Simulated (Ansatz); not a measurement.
## Al$_{2}$Pt (space group Fm-3m, No. 225)

```cif
data_Al8Pt4
_chemical_formula_sum 'Al8 Pt4'
_space_group_name_H-M_alt 'Fm-3m'
_space_group_IT_number 225
_space_group_name_Hall '-F 4 2 3'
_cell_length_a 5.94595
_cell_length_b 5.94595
_cell_length_c 5.94595
_cell_angle_alpha 90.000
_cell_angle_beta 90.000
_cell_angle_gamma 90.000
loop_
_atom_site_label
_atom_site_type_symbol
_atom_site_symmetry_multiplicity
_atom_site_Wyckoff_symbol
_atom_site_fract_x
_atom_site_fract_y
_atom_site_fract_z
_atom_site_occupancy
Al1 Al 8 c 0.25000 0.25000 0.25000 1
Pt1 Pt 4 a 0.00000 0.00000 0.00000 1
```
(The calculation used a cell of 3 atoms; values per cell refer to that cell.)

All numbers come from PBE in Ansatz (plane waves to 420 eV, PAW, spin-orbit coupling left out). Γ-centred 14×14×14 mesh, Fermi–Dirac width 0.05 eV.

```json
{
 "volume_per_atom": "17.52 Å³",
 "density": "7.87 g/cm³",
 "band_gap": "zero",
 "total_energy": "-4533.556 eV/atom (σ→0; compares only within this code and set-up)"
}
```

Whether these cells are dynamically stable was not tested. All final runs are without spin polarisation.

Ansatz is a quantum-chemistry and plane-wave program.
